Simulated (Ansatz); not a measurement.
Consider interstitial O in silicon, neutral cell. All values below come from PBE, PAW (plane waves to 420 eV; Ansatz, a first-principles code).

216-site cell at the relaxed PBE lattice, the Γ point alone, smearing 0.01 eV, spin-restricted, no finite-size correction. Static, classical nuclei. The charge state is imposed; whether it is stable for some Fermi level was not computed. Sites that were not tried may lie lower.

Barriers: single points on a 2×2×2 k-point mesh shifted by half a step at the bands' geometries (they differ from the bands' own by up to 0.13 eV, and are uncertain by about as much).

The step: several atoms move together, O the farthest; the atom moves 1.93 Å along (0.22, 0.27, 0.05) of the unit cell; the moving atom starts with neighbours 2 Si at 1.63 Å and ends with 2 Si at 1.63 Å.

Estimate the migration barrier of this step that PBE, PAW returns for this input.

2.34 eV, the same both ways. At the saddle the moving atom has neighbours Si at 1.76, Si at 1.81, Si at 1.93 Å. The saddle point's order was not checked, and it lies on a symmetry element of the cell, where a band can be held.
